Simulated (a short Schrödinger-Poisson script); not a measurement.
Stack: MOS inversion layer, SiO2 on p-type Ge(111), at 300 K.

| layer | material | thickness (nm) | Na (cm⁻³) |
|---|---|---|---|
| 1 | SiO2 | 2.6 | - |
| 2 | Ge | 450 | 8.6e17 |

The device is made up for the run: typed textbook-type constants, with dimensions and the other settings drawn at random. SiO2: permittivity 3.9, conduction-band edge (eV) 3.1, gap (eV) 9, electron mass (mₑ) 0.5. Ge: permittivity 16, conduction-band edge (eV) 0, gap (eV) 0.664, Nv at 300 K (cm⁻³) 6e18.

Channel valleys (confinement mass, in-plane density-of-states mass, number): L1 1.59, 0.08, 1; L3 0.09, 0.34, 3. At the gate the conduction-band edge of layer 1 lies 3.42 eV − eVg above the Fermi level of the channel; the field vanishes at the back. Gaps are held at their typed values at every temperature. Mesh 0.03 nm at interfaces.

Solved with a short Schrödinger-Poisson script written for these runs: 1D Poisson equation in equilibrium, electrons classical, Boltzmann, parabolic valleys, classical holes, full ionisation, no traps, pinning or gate leakage.

The same stack at other levels of the model or other numerical settings:

```tsv
run	sheet density of all electrons at Vg = 2.1 V (cm⁻²)	sheet density of all electrons at Vg = 0.9 V (cm⁻²)	capacitance at Vg = 2.1 V (μF/cm²)	centroid of the channel electrons at Vg = 2.1 V (nm)	rough cost against the base
base	1.09e13	1.58e12	1.28	0.45	about 1
electrons treated as classical, Fermi-Dirac	1.02e13	1.50e12	1.21	0.82	5
electrons treated as quantum, Hartree	9.26e12	1.00e12	1.16	1.71	30
mesh six times as coarse	1.07e13	1.55e12	1.27	0.54	0.5
```

The classical rows ignore confinement, and Boltzmann statistics overrate the density once the band edge passes the Fermi level.

Only the L valleys are kept; under strong confinement the Δ valleys of Ge fill too.
